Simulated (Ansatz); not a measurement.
Worked example: self-consistent single point of VW₃ (I4mm, 4 atoms in the cell) in Ansatz (an electronic-structure program).

Level of theory: LDA (PW92), default PAW files made with PBE (plane waves; Ansatz).

The change in words: lattice scaled by 0.98; basis.ecutrho_ratio: default → 16. Reference geometry:
```
CELL_PARAMETERS angstrom
      0.00000     3.10949     3.10949
      3.10949     0.00000     3.10949
      3.10949     3.10949     0.00000
ATOMIC_POSITIONS crystal
  V  0.00804 0.00804 0.99196
  W  0.25000 0.25000 0.25000
  W  0.75000 0.75000 0.75000
  W  0.50000 0.50000 0.50000
```

Reference input (self-consistent single point, DFT, LDA (PW92), plane waves, default PAW files made with PBE): basis.ecutwfc = 420 eV; kpoints.mp_grid.grid = 7 7 7; hamiltonian.xc = lda; hamiltonian.pseudopotentials = {kind: paw} (the program's default PAW files); scf.occupations.method = gaussian; scf.occupations.width = 0.1 eV. This run's input differs from it in these lines:

Ansatz 0.2 input:
```diff
@@ -2,5 +2,5 @@
   lattice:
-    - [0.00000000, 3.10948900, 3.10948900]
-    - [3.10948900, 0.00000000, 3.10948900]
-    - [3.10948900, 3.10948900, 0.00000000]
+    - [0.00000000, 3.04729900, 3.04729900]
+    - [3.04729900, 0.00000000, 3.04729900]
+    - [3.04729900, 3.04729900, 0.00000000]
   atoms:
@@ -12,2 +12,3 @@
   ecutwfc: 420.0 eV
+  ecutrho_ratio: 16
 kpoints:
```

Output, abridged:

```
SCF iter   1: F=—  HF=-33250.249665 eV  |F-HF|=—  |Δ(HF+E_count)|=         —  Δρ=6.97e-3  dr2=2.88e-2  ethr=1.77e-3  ⟨swp⟩=4.7  Hψ=5136  notcnv=0
all-band conjugate gradients solve this SCF's bands
preconditioner: auto → Kerker (q_TF=auto, 2.715 Å⁻¹)
SCF iter   2: F=—  HF=-33250.246443 eV  |F-HF|=—  |Δ(HF+E_count)|=   3.22e-3  Δρ=3.84e-3  dr2=7.26e-3  ethr=5.24e-5  ⟨swp⟩=1.0  Hψ=1641  notcnv=0
SCF iter   3: F=—  HF=-33250.245456 eV  |F-HF|=—  |Δ(HF+E_count)|=   9.87e-4  Δρ=5.28e-4  dr2=7.84e-5  ethr=1.32e-5  ⟨swp⟩=2.0  Hψ=1665  notcnv=0
SCF iter   4: F=—  HF=-33250.245443 eV  |F-HF|=—  |Δ(HF+E_count)|=   1.36e-5  Δρ=6.96e-5  dr2=3.24e-6  ethr=1.43e-7  ⟨swp⟩=2.2  Hψ=1809  notcnv=0
iter 5 did not close the SCF: its close was put off for the readings that it lacked (scf_convergence_deferred on its scf_iter line)
SCF iter   5: F=-33250.245442 eV  HF=-33250.245442 eV  |F-HF|=2.97e-8  |Δ(HF+E_count)|=   2.96e-7  Δρ=1.32e-5  dr2=5.40e-8  ethr=5.89e-9  ⟨swp⟩=2.1  Hψ=1699  notcnv=0
SCF iter   6: F=-33250.245442 eV  HF=-33250.245442 eV  |F-HF|=4.80e-10  |Δ(HF+E_count)|=   6.15e-9  Δρ=2.48e-6  dr2=1.89e-9  ethr=9.81e-11  ⟨swp⟩=5.7  Hψ=5067  notcnv=0
SCF 1 converged in 6 iterations: F = -33250.245442 eV  dr2 = 1.89e-9
Free energy (F): -33250.245442 eV
Internal energy: -33250.229883 eV  (E = F + TS)
E sigma→0 (E₀):  -33250.237662 eV
Entropy (-TS):   -0.015560 eV (-3.890 meV/atom)
Fermi energy:    22.570918 eV
--- Forces (eV/Å), atoms counted from 1 ---
  atom   1  V      0.00000000     0.00000000    -0.73423542
  atom   2  W      0.00000000    -0.00000000     0.30284105
  atom   3  W     -0.00000000     0.00000000     0.30284105
  atom   4  W      0.00000000     0.00000000     0.12854104
--- Stress (GPa, compression-positive) ---
       12.731154       0.000000      -0.000000
        0.000000      12.731154       0.000000
       -0.000000       0.000000      12.924733
  P = ⅓ Tr σ = 12.7957 GPa (127.957 kbar)
  The stress holds the Pulay correction. Without it, at fixed plane waves, as pw.x and ABINIT print it: P = 12.7422 GPa
```

The run converged in 6 iterations. Against the reference run the free energy goes up by 14.9 meV/atom, the pressure goes from -6.41 to 12.80 GPa and the largest force goes from 0.629 to 0.734 eV/Å. The full log also holds: “iter 5 did not close the SCF: its close was put off for the readings that it lacked (scf_convergence_deferred on its scf_iter line)”.

The starting cell comes from a database of computed structures (which also holds hypothetical and non-ambient phases and stackings), without a prior relaxation at this level. Its lattice was rescaled by up to half a per cent. One atom was moved a little off its site on purpose. For this run, on top of that: lattice scaled by 0.98. Spin polarisation is off. Ansatz's pressure includes its estimate of the finite-basis (Pulay) stress.
